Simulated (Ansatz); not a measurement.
# Several settings converged on SrC2 (C2/c, 6 atoms in the cell)

```xyz
6
Lattice="3.5468 -2.2269 0.0000 3.5468 2.2269 0.0000 -2.3974 0.0000 7.4515" Properties=species:S:1:pos:R:3 pbc="T T T"
Sr     1.7487     1.4304     5.5886
Sr     2.9474    -1.4304     1.8629
C      0.6163    -0.6544     4.1550
C      4.0799     0.6544     3.2965
C      2.8812    -0.6544     7.0222
C      1.8150     0.6544     0.4293
```

Base method: LDA (PW92), default PAW files made with PBE (plane waves; Ansatz, a program for electronic structure).

Base settings: basis.ecutwfc = 420 eV; kpoints.mp_grid.grid = 7 7 4; hamiltonian.xc = lda; hamiltonian.pseudopotentials = {kind: paw} (the program's default PAW files); scf.occupations.method = fermi_dirac; scf.occupations.width = 0.01 eV.

Core times come from one kind of shared machine, to one figure; runs under 30 s give none.

**Zone-centre phonons against the cutoff**

In this ladder: scf.occupations.method = fixed; scf.occupations.width = default; phonons.method = dfpt; phonons.dielectric = true; phonons.rigid_motions = translations.

The mesh stays at the base's, so the ladder's end is converged at best in this setting alone.

Frequencies are those of the unrelaxed cell, without the LO-TO term of polar crystals.

Only quantities that move along the ladder and can be compared are tabulated.

```csv
basis.ecutwfc,highest zone-centre frequency (cm⁻¹),lowest optical frequency (cm⁻¹),core time / last (rough)
210 eV,1717.0,33.4,0.7
295 eV,1839.5,56.6,0.6
355 eV,1853.6,66.7,0.7
420 eV,1852.6,68.5,1
```

Coarsest basis.ecutwfc that holds the lowest optical frequency within 10 cm⁻¹ of the last step, with all finer ones: 355 eV; the step before is off by 12 cm⁻¹.

Coarsest basis.ecutwfc that holds the highest zone-centre frequency within 10 cm⁻¹ of the last step, with all finer ones: 355 eV; the step before is off by 13 cm⁻¹.

**The dielectric constant against the mesh**

In this ladder: scf.occupations.method = fixed; scf.occupations.width = default; dielectric = true; dielectric.field_mesh = kpoints.

Only quantities that move along the ladder and can be compared are tabulated.

| kpoints.mp_grid.grid | mean ε∞ | core time / last (rough) |
|---|---|---|
| 3 3 2 | 3.480 | – |
| 4 4 2 | 3.545 | 0.05 |
| 5 5 3 | 3.587 | 0.1 |
| 11 11 6 | 3.600 | 1 |

Coarsest kpoints.mp_grid.grid that holds the mean ε∞ within 0.05 of the last step, with all finer ones: 5 5 3, at about 0.1 of the last step's time; the step before is off by 0.055.

On the base run: the starting cell comes from a database of computed structures (which also holds hypothetical and non-ambient phases and stackings), without a prior relaxation at this level. Its lattice was rescaled by up to half a per cent. In the base run, with a pressure of about -5 GPa the cell is away from its equilibrium volume at this level.

Keys are those of Ansatz 0.2.
